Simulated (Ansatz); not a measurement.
**Convergence test for KRb2VF6 (Fm-3m, 10 atoms in the cell)**

```
CELL_PARAMETERS angstrom
      0.00000     4.42676     4.42676
      4.42676     0.00000     4.42676
      4.42676     4.42676     0.00000
ATOMIC_POSITIONS crystal
  K  0.50000 0.50000 0.50000
  Rb 0.75000 0.75000 0.75000
  Rb 0.25000 0.25000 0.25000
  V  0.00000 0.00000 0.00000
  F  0.78076 0.21924 0.78076
  F  0.21924 0.78076 0.21924
  F  0.78076 0.21924 0.21924
  F  0.21924 0.78076 0.78076
  F  0.78076 0.78076 0.21924
  F  0.21924 0.21924 0.78076
```
Moments meant for the start (each program seeds them in its own way; μB, in the order of the atoms K Rb Rb V F F F F F F): 0.0 0.0 0.0 2.0 0.0 0.0 0.0 0.0 0.0 0.0.

Level of theory: PBEsol, default PAW files made with PBE (plane waves; Ansatz, an electronic-structure program).

The starting cell comes from a database of computed structures (which also holds hypothetical and non-ambient phases and stackings), without a prior relaxation at this level. With one magnetic atom in the cell only a parallel order is possible. Ansatz's pressure includes its estimate of the finite-basis (Pulay) stress. Without a gap this mesh is coarse (it stands for a supercell whose shortest vector is 19 Å).

Held fixed: kpoints.mp_grid.grid = 3 3 3; hamiltonian.xc = pbesol; hamiltonian.pseudopotentials = {kind: paw} (the program's default PAW files); magnetization.spin_polarized = true; scf.occupations.method = fermi_dirac; scf.occupations.width = 0.0073 Ry.

ΔF is the free energy per atom less that of the last row (61.7 Ry).

The first pressure column holds Ansatz's estimate of the finite-basis (Pulay) stress, which hides part of the cutoff error; the other is without it.

```tsv
basis.ecutwfc	ΔF (meV/atom)	pressure (GPa)	largest force (eV/Å)	size of the net moment (μB/atom)	pressure at a fixed set of plane waves (GPa)	plane waves	iterations
12.5 Ry	15374.7	7.56	3.753	0.20	-384.89	893	13
15.4 Ry	5535.7	0.50	0.508	0.20	-187.30	1243	13
18.4 Ry	1850.1	-1.88	0.566	0.20	-82.09	1471	12
21.7 Ry	480.6	-1.18	0.355	0.20	-28.55	1989	11
24.6 Ry	136.2	-0.57	0.171	0.20	-10.48	2421	11
27.9 Ry	(withheld)	-0.47	0.146	0.20	-2.75	2891	11
30.9 Ry	(withheld)	-0.46	0.146	0.20	-0.90	3479	11
35.6 Ry	1.07	-0.46	0.146	0.20	-0.46	4279	11
40.1 Ry	0.86	-0.46	0.146	0.20	-0.48	5029	11
46.3 Ry	0.56	-0.46	0.147	0.20	-0.47	6231	11
54 Ry	0.42	-0.47	0.147	0.20	-0.48	7799	11
61.7 Ry	0.00	-0.47	0.148	0.20	-0.49	9577	11
```

**Question.** What belongs in the gaps?

**Answer.** 
- 27.9 Ry, ΔF (meV/atom): 23.4
- 30.9 Ry, ΔF (meV/atom): 4.0

Keys are those of Ansatz 0.2.
